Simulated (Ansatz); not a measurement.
# Response to strain in SnO2

The parent structure is SnO$_{2}$ in the rutile structure (space group P4_2/mnm, No. 136; a = 4.722 Å, c = 3.190 Å). Axes: x, y, z lie along a, b, c of the conventional cell.

Strains are applied to the cell and any free atomic positions relax.

Computed with LDA/PAW in Ansatz (a program for electronic structure), no spin-orbit coupling.

Notes on the quantities. energy relative to the base: free energy F.

| uniaxial strain ε_zz (%) | energy relative to the base (meV/atom) |
|---|---|
| 0 | 0.0 |
| 0.6 | 0.6 |
| 1.2 | ? |
| 1.8 | 4.9 |
| 2.4 | 8.7 |
| 3 | 13.4 |

Q: Fit ΔE = Aε² + Bε³ (ε in %) to the rows shown and predict the withheld row.

A: Least squares on the printed values gives A = 1.57 and B = -0.027 meV/atom (largest residual 0.0 meV/atom); this predicts 2.2 meV/atom, and the run gives 2.2 meV/atom, in agreement.

No phonon test of stability was made.
